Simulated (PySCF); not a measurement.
PySCF 2.14.0, R2SCAN/def2-svp, df: W(O)(F)2(Cl)2 ([O]=[W]([F])([F])([Cl])[Cl]), 6 atoms. The geometry is a generated start, not checked to be a minimum at this level.

| Item | Result |
|---|---|
| task | energy |
| method | r2scan |
| basis | def2-svp |
| two-electron scheme | density fitting |
| mol.max_memory | 3000 MB |
| mf.max_cycle | 100 |
| mf.conv_tol | 1e-09 (default) |
| mf.grids.level | 3 (default) |
| effective core potentials | those of the basis set, past Kr |
| basis functions | 110 |
| grid points | 104680 |

```xyz
6

W      0.0987     0.0464     0.1002
O      1.3460    -0.1530     1.1838
F      0.3653     1.5960    -0.9088
F     -1.2163     1.1411     0.8482
Cl     0.7351    -1.0161    -1.7576
Cl    -1.3288    -1.6144     0.5342
```

Charge 0 and multiplicity 1 are set for this test and not shown to be the ground state.

With the defaults (mf.DIIS = CDIIS, mf.diis = true, mf.diis_space = 8, mf.init_guess = minao, mf.level_shift = 0, mf.damp = 0, mf.diis_start_cycle = 1, newton = off) it converges in 15 Fock builds. One run each on 2 threads, 1 BLAS thread, with these changes:
- mf.init_guess = mod_huckel
- newton = Hessian by the SCF's own integrals
- mf.diis_space = 20
- mf.DIIS = EDIIS
- mf.diis_space = 3
- mf.damp = 0.3, mf.diis_start_cycle = 4
- mf.level_shift = 1 Hartree
- mf.init_guess = huckel
- mf.diis = false

Task: Which of these changes keep the SCF from converging, or lead it to another solution?

Result: No convergence: mf.DIIS = EDIIS; mf.diis = false (the run ends without SCF convergence in 100 cycles). The rest reach the solution of the defaults.

```
setting                                      Fock builds             end
-------------------------------------------  -----------  --------------
the defaults                                          15   same solution
mf.diis_space = 20                                    15   same solution
mf.init_guess = mod_huckel                            17   same solution
mf.init_guess = huckel                                18   same solution
mf.damp = 0.3, mf.diis_start_cycle = 4                22   same solution
mf.level_shift = 1 Hartree                            38   same solution
newton = Hessian by the SCF's own integrals           46   same solution
mf.diis_space = 3                                     58   same solution
mf.DIIS = EDIIS                                      101  no convergence
mf.diis = false                                      101  no convergence
```

Under newton the count holds the products with the orbital Hessian.
